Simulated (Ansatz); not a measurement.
## WC, response to strain

The parent structure is WC (space group P-6m2, No. 187; a = 2.913 Å, c = 2.835 Å; relaxed with 0.1 eV smearing). Axes: x lies along a and z along c of the hexagonal cell.

Strains are applied to the cell and any free atomic positions relax; under biaxial strain the out-of-plane vector relaxes too.

Level of theory: Kohn–Sham DFT with the r2SCAN functional, run in Ansatz (a quantum-chemistry and plane-wave program) with PAW and 500 eV plane waves, no spin-orbit coupling.

Notes on the quantities. in-plane stress: mean in-plane stress (compression positive).

```csv
change,out-of-plane strain,in-plane stress
"biaxial strain −3.00 %, plane normal [001], relaxed out of plane",+1.13 %,+31.2 GPa
"biaxial strain −2.50 %, plane normal [001], relaxed out of plane",+0.93 %,+25.5 GPa
"biaxial strain −2.00 %, plane normal [001], relaxed out of plane",+0.73 %,+20.0 GPa
"biaxial strain −1.50 %, plane normal [001], relaxed out of plane",+0.54 %,+14.7 GPa
"biaxial strain −1.00 %, plane normal [001], relaxed out of plane",+0.36 %,+9.6 GPa
"biaxial strain −0.50 %, plane normal [001], relaxed out of plane",+0.18 %,+4.7 GPa
```

Whether these cells are dynamically stable was not tested. The final runs are not spin-polarised.
